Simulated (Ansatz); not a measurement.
CO on the 1x1 (10-10) surface of wurtzite GaN (cut with top plane Ga + N), one in a 2x1 cell, energies for each (33.7 Å²). Energies are against CO(g), without zero-point or thermal terms; each row is named by its start. No converged result for: 4 more starts.

Host crystal: wurtzite GaN, with a band gap (PBE, scalar-relativistic without spin-orbit coupling).

The numbers are results of PBE (plane waves to 420 eV, PAW; Ansatz, an electronic-structure program), not measurements.

Model: 34-atom slab, 9.3 Å thick at the start under the adsorbate (thin: gaps and levels are the slab's own), 3x4x1 mesh, Fermi-Dirac 0.01 eV, dipole correction, 16 atoms held, the rest relaxed; each run with such symmetry as its start has; no spin, no spin-orbit, no U, no dispersion correction.

A negative adsorption energy means that the adsorbate is more stable on the surface than in its reference. Starts that drift may end in the same place. Heights count from the host atoms within 0.3 Å of the top one.

```
starting site  E_ads (eV)  height (Å)  nearest host atom (Å)  bonded to  change of the vacuum step (eV)  lateral drift (Å)
-------------  ----------  ----------  ---------------------  ---------  ------------------------------  -----------------
top N               -0.74        1.12                 N 1.44     Ga + N                            1.47                1.0
top Ga              -0.74        1.12                 N 1.44     Ga + N                            1.47                2.5
```
